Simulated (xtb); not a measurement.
xtb 6.7.1, GFN1-xTB: Fe(F)(nacnac) (CC1=CC(C)=[N](C)->[Fe]([F])[N]1C), charge 0, multiplicity 5, 24 atoms. The geometry is a generated start, not checked to be a minimum at this level.

```json
{
 "method": "GFN1-xTB",
 "--acc": "1 (default)",
 "--etemp (K)": "300 (default)",
 "detailed input (--input)": "none: ANC optimiser, Lindh (1995) Hessian, microcycle=20, maxdispl=1.0, hlow=0.01 (default)",
 "basis_functions": "76",
 "valence_electrons": "66"
}
```

```xyz
24

Fe     0.9825    -0.8640     1.9238
F     -0.3995    -1.6955     2.8356
C     -0.0511    -1.4943    -2.4569
C      0.1053    -0.8248    -1.1126
C     -0.4070     0.4736    -0.9946
C     -0.4210     1.3125     0.1261
C     -1.0884     2.6567    -0.0432
N      0.1264     0.9820     1.2723
C      0.0598     1.9041     2.3874
N      0.6977    -1.4501    -0.1226
C      1.1892    -2.7977    -0.3208
H     -0.5134    -0.8234    -3.1742
H      0.9185    -1.8064    -2.8436
H     -0.6744    -2.3837    -2.3611
H     -0.8718     0.8734    -1.8834
H     -1.5445     2.7433    -1.0240
H     -1.8604     2.7937     0.7138
H     -0.3577     3.4578     0.0764
H     -0.9764     2.0925     2.6875
H      0.5853     1.4558     3.2400
H      0.5327     2.8643     2.1517
H      1.9872    -2.8307    -1.0718
H      0.3908    -3.4761    -0.6369
H      1.5902    -3.1630     0.6309
```

Charge 0 and multiplicity 5 are set for this test and not shown to be the ground state. GFN-xTB has no spin term: --uhf 4 sets the occupations alone.

The structure is relaxed from this start with --opt LEVEL for the levels crude, sloppy, loose, lax, normal, tight, vtight, extreme, once each. Up to the end of the extreme run atoms move by at most 1.4 Å along an axis.

### Question
Choose the cheapest level whose final energy lies within 1 meV of that of extreme.

### Answer
normal: 24 cycles against 35, ending 0.15 meV above.

```csv
level,cycles,energy above the extreme run (meV),gradient norm (eV/Å)
crude,4,220,0.40
sloppy,17,3.3,0.13
loose,18,2.4,0.072
lax,19,1.9,0.099
normal,24,0.15,0.016
tight,27,0.052,0.016
vtight,32,under 0.01,0.0026
extreme,35,—,0.0013
```
